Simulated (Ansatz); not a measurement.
Cost and result by functional for the surface energy of the (210) surface of fcc Ag in its 1x1 cell, outermost plane spacing 0.93 Å in the ideal cut, in Ansatz (plane waves, PAW). Single points on the PBE structure, on one kind of machine; costs are rough ratios of the slab run's core time (references not counted) to the cheapest single point. r2SCAN's cost holds its higher cutoff (500 against 420 eV). Differences are taken against r2SCAN for comparison alone: no measured value is at hand, so the table doesn't rank accuracy.

Model: 12-atom slab, 10.2 Å thick at the start (thin: gaps and levels are the slab's own), 10x8x1 mesh, Fermi-Dirac 0.1 eV, dipole correction, all atoms relaxed; held to the part of the start's symmetry that mesh and held atoms allow; no spin, no spin-orbit, no U. These notes are the PBE run's.

```json
[
 {"functional": "RPBE", "relative cost": "1", "surface energy (J/m²)": "0.70", "less r2SCAN (J/m²)": "-0.41"},
 {"functional": "PBEsol", "relative cost": "1", "surface energy (J/m²)": "1.21", "less r2SCAN (J/m²)": "0.10"},
 {"functional": "LDA", "relative cost": "1", "surface energy (J/m²)": "1.37", "less r2SCAN (J/m²)": "0.26"},
 {"functional": "r2SCAN", "relative cost": "3", "surface energy (J/m²)": "1.10", "less r2SCAN (J/m²)": "0.00"},
 {"functional": "PBE (the relaxed run's value)", "relative cost": "–", "surface energy (J/m²)": "0.92", "less r2SCAN (J/m²)": "-0.19"}
]
```

The values span 0.67 J/m², while the single points' costs differ by a factor of roughly 3. Differences are of unrounded values.

Ansatz is a quantum-chemistry and plane-wave program.
